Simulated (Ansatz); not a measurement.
Here is the system:

Host crystal: wurtzite AlN, with a band gap (PBE, scalar-relativistic without spin-orbit coupling).

End structure of SiH3 on the 1x1 (10-10) surface of wurtzite AlN (cut with top plane Al + N), one in a 2x1 cell, started at the site 'bridge Al-Al-Al-N (span 3.1 Å)':

```
CELL_PARAMETERS angstrom
      6.26051     0.00000     0.00000
      0.00000     5.01816     0.00000
      0.00000     0.00000    28.50000
ATOMIC_POSITIONS crystal
  Al 0.25000 0.02241 0.35083
  Al 0.75000 0.02241 0.35083
  N  0.25000 0.37314 0.34316
  N  0.75000 0.37314 0.34316
  Al 0.00000 0.48987 0.37024
  Al 0.50000 0.48987 0.37024
  N  0.00000 0.87145 0.37292
  N  0.50000 0.87145 0.37292
  Al 0.00000 0.99850 0.43815
  Al 0.50000 0.99850 0.43815
  N  0.00000 0.37756 0.43675
  N  0.50000 0.37756 0.43675
  Al 0.25000 0.49439 0.46754
  Al 0.75000 0.49439 0.46754
  N  0.25000 0.87668 0.46832
  N  0.75000 0.87668 0.46832
  Al 0.25004 0.99650 0.53196
  Al 0.74960 0.99525 0.53245
  N  0.24963 0.37714 0.53138
  N  0.75123 0.37752 0.53169
  Al 0.00196 0.49669 0.56289
  Al 0.49913 0.49710 0.56201
  N  0.00214 0.87757 0.56353
  N  0.49722 0.87735 0.56368
  Al 0.99319 0.99279 0.62787
  Al 0.50444 0.99300 0.62855
  N  0.00296 0.37364 0.62756
  N  0.50007 0.37214 0.62541
  Al 0.25612 0.48715 0.65927
  Al 0.74850 0.51477 0.65083
  N  0.24781 0.87447 0.65991
  N  0.74959 0.86984 0.65619
  Si 0.21476 0.94054 0.72122
  H  0.42165 0.98897 0.74563
  H  0.06417 0.16913 0.72901
  H  0.11165 0.69449 0.74159
```

Model: 36-atom slab, 8.9 Å thick at the start under the adsorbate (thin: gaps and levels are the slab's own), 3x4x1 mesh, Fermi-Dirac 0.01 eV, dipole correction, 16 atoms held, the rest relaxed; no symmetry held; spin-polarised, ending with about 0.8 μB a cell; orders that need a larger cell were not tried, no spin-orbit, no U, no dispersion correction. At the end it is bonded to N. In PBE it is, or lies within 0.03 eV of, the lowest of the starts that converged.

A negative adsorption energy means that the adsorbate is more stable on the surface than in its reference.

Task: What change of the step from the bottom to the top vacuum level, against the clean slab does Ansatz (a first-principles code) with PBE give?

Result: 0.35 eV

Task: What adsorption energy against SiH4(g) − ½ H2(g) does PBE give?

Result: -0.18 eV
